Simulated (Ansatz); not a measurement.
The starting structures come from a database of crystals and need not be the phases stable at ambient conditions.

Tunnelling through a barrier is set by its complex band structure: the current falls as exp(−2κd) with the smallest κ.

```
Cs2GaLi3O4
1.0
    8.26041     0.00000     0.00000
    2.05106     8.00172     0.00000
    1.56896     1.21751     4.68791
Cs Li Ga O
4 6 2 8
Cartesian
  6.32199   3.27079   1.11844
  5.55842   5.94844   3.56947
  8.62726   1.91977   3.46239
  3.25315   7.29946   1.22551
  7.41839   8.83699   3.51593
  4.46202   0.38223   1.17198
 10.40223   4.99185   3.51593
  1.47818   4.22738   1.17198
  8.91031   6.91442   3.51593
  2.97010   2.30481   1.17198
  3.75458   2.91356   3.51593
  8.12584   6.30567   1.17198
 10.70869   6.80372   4.42374
  1.17173   2.41551   0.26416
  8.40915   8.03176   1.91252
  3.47126   1.18746   2.77538
  6.38344   6.45981   0.43143
  5.49697   2.75942   4.25648
  8.57101   5.14488   2.60812
  3.30940   4.07435   2.07979
```

Space group of this cell: Ibam. The cell is taken as given; by r2SCAN its mean pressure is -2.8 GPa.

Transport runs along the normal of the first two printed cell vectors.

The gap is the functional's own. No spin-orbit coupling. Mid-gap values are interpolated on the energy grid.

Q: Compute, with r2SCAN (Ansatz, a first-principles code), the band gap and the smallest decay constant κ at mid-gap.

A: Gap 4.36 eV on a 6×6×6 mesh; κ = 0.356 1/Å, at the zone centre.
